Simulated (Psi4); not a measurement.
Psi4 1.11, unrestricted B3LYP/def2-svpd: Ga(F) triplet ([F][Ga]), charge 0, multiplicity 3, 2 atoms. The geometry is a generated start, not checked to be a minimum at this level.

| Quantity | Result |
|---|---|
| task | energy |
| method | b3lyp |
| basis | def2-svpd |
| memory | 3 GB |
| maxiter | 100 |
| keys of the molecule block | symmetry c1 |
| scf_type | df (default) |
| e_convergence | 1e-06 (default) |
| d_convergence | 1e-06 (default) |
| dft_radial_points | 75 (default) |
| dft_spherical_points | 302 (default) |
| basis functions | 61 |
| grid points | 44023 |

```xyz
2

Ga    -0.4534    -0.4223    -0.6502
F      0.4534     0.4223     0.6502
```

Charge 0 and multiplicity 3 are set for this test and not shown to be the ground state.

With the defaults (diis = true, scf_initial_accelerator = adiis, damping_percentage = 0, guess = auto, which took SAD, diis_max_vecs = 10, soscf = false, soscf_start_convergence = 0.01) it converges in 10 SCF iterations. One run each on 2 threads, with these changes:
- diis_max_vecs = 3
- damping_percentage = 20
- scf_initial_accelerator = ediis
- guess = sap
- scf_initial_accelerator = none
- diis_max_vecs = 20
- diis = false, scf_initial_accelerator = none, damping_percentage = 60
- soscf = true, soscf_start_convergence = 0.001
- guess = core

Question: Name the settings that don't reach the solution of the defaults.

Answer: No convergence: diis = false, scf_initial_accelerator = none, damping_percentage = 60 (the run ends without SCF convergence in 100 iterations). The rest reach the solution of the defaults.

```json
[
 {"setting": "soscf = true, soscf_start_convergence = 0.001", "SCF iterations": "9", "JK calls": "20", "end": "same solution"},
 {"setting": "the defaults", "SCF iterations": "10", "JK calls": "11", "end": "same solution"},
 {"setting": "scf_initial_accelerator = none", "SCF iterations": "10", "JK calls": "11", "end": "same solution"},
 {"setting": "scf_initial_accelerator = ediis", "SCF iterations": "10", "JK calls": "11", "end": "same solution"},
 {"setting": "guess = sap", "SCF iterations": "10", "JK calls": "10", "end": "same solution"},
 {"setting": "diis_max_vecs = 20", "SCF iterations": "10", "JK calls": "11", "end": "same solution"},
 {"setting": "guess = core", "SCF iterations": "13", "JK calls": "13", "end": "same solution"},
 {"setting": "diis_max_vecs = 3", "SCF iterations": "13", "JK calls": "14", "end": "same solution"},
 {"setting": "damping_percentage = 20", "SCF iterations": "21", "JK calls": "22", "end": "same solution"},
 {"setting": "diis = false, scf_initial_accelerator = none, damping_percentage = 60", "SCF iterations": "100", "JK calls": "101", "end": "no convergence"}
]
```

An SOSCF iteration holds several JK calls; a Hückel guess adds calls on atoms. 1 further run of the study ended by our limits or in an error and is left out.
